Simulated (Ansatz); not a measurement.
Worked example: relaxation of cell and atoms of Li3Mg (I4/mmm, 4 atoms in the cell) in Ansatz (a program for electronic structure).

Level of theory: PBEsol, PAW files made with PBE (plane waves; Ansatz).

```
CELL_PARAMETERS angstrom
     -2.15793     2.15793     4.27820
      2.15793    -2.15793     4.27820
      2.15793     2.15793    -4.27820
ATOMIC_POSITIONS crystal
  Li 0.50000 0.50000 0.00000
  Li 0.25000 0.75000 0.50000
  Li 0.75000 0.25000 0.50000
  Mg 0.00000 0.00000 0.00000
```

Reference input (self-consistent single point, DFT, PBEsol, plane waves, PAW files made with PBE): basis.ecutwfc = 420 eV; kpoints.mp_grid.grid = 11 11 11; hamiltonian.xc = pbesol; hamiltonian.pseudopotentials = {kind: paw} (the program's default PAW files); scf.occupations.method = fermi_dirac; scf.occupations.width = 0.05 eV. This run's input differs from it in these lines:

```diff
@@ -19,2 +19,4 @@
   occupations: { method: fermi_dirac, width: 0.05 eV }
+relax:
+  cell: {}
 output:
```

Output (repeated stretches shortened):

```
   [... SCF lines of the steps left out ...]
relax step   1: F+E_penalty+E_count = -2521.17671213 eV  Δ(F+E_penalty+E_count) = +0.000e0 eV  max|allowed force component| = 8.674e-19 eV/Å  Δτ_max = 0.0000 Å  P = +0.081 GPa  Ω = 79.689 Å³  (7 SCF iters, dr2 threshold 1.00e-7 eV, accepted)
relax step   2: F+E_penalty+E_count = -2521.17678944 eV  Δ(F+E_penalty+E_count) = -7.731e-5 eV  max|allowed force component| = 4.337e-18 eV/Å  Δτ_max = 0.0000 Å  P = +0.014 GPa  Ω = 79.965 Å³  energy of the carried Pulay correction = -4.506e-6 eV  [...]
relax step   3: F+E_penalty+E_count = -2521.17679446 eV  Δ(F+E_penalty+E_count) = -5.018e-6 eV  max|allowed force component| = 3.469e-18 eV/Å  Δτ_max = 0.0000 Å  P = +0.014 GPa  Ω = 79.965 Å³  stress off target by 1.53e-2 GPa  SCF on the basis [...]
basis re-selected at this cell: Δ(F+E_penalty+E_count) = -5.018e-6 eV, ΔP = -0.000 GPa vs the last step
the relaxation is at rest under the 16 symmetry operations that the run kept from its start: a minimum is not shown …
Stability not checked: this state was not tested for a lower state beside it, because too few of the mixer's solves of this state at the end of the SCF gave a …
Free energy (F): -2521.176794 eV
Internal energy: -2521.160716 eV  (E = F + TS)
   [... lines left out ...]
Fermi energy:    2.359012 eV
  cell:  # Å, volume = 79.9646 Å³
   [... lines left out ...]
    - [2.1604526940305955, 2.1604526940305955, -4.283001322459664]
  atoms:
    - { symbol: Li, position: [0.5, 0.5, 2.231223839961486e-35] }
    - { symbol: Li, position: [0.25000000000000006, 0.7499999999999999, 0.49999999999999994] }
    - { symbol: Li, position: [0.7499999999999999, 0.25000000000000006, 0.49999999999999994] }
    - { symbol: Mg, position: [8.792440565264176e-38, 2.2400162805267502e-35, 2.231223839961486e-35] }
```

The run converged. 

Summary of the result:
- Free energy E − TS (on the zero of these files) = -2521.1768 eV
- Fermi level (on the code's own zero) = 2.36 eV
- Pressure = 0.01 GPa
- Final cell = a = b = c = 5.261 Å, α = β = 131.51°, γ = 71.01°
- Final volume per atom = 19.99 Å³
- Relaxation steps = 3

The starting cell comes from a database of computed structures (which also holds hypothetical and non-ambient phases and stackings), without a prior relaxation at this level. The relaxation keeps the symmetry of its start, so its end need not be a minimum. Ansatz's pressure includes its estimate of the finite-basis (Pulay) stress.

Keys are those of Ansatz 0.2.
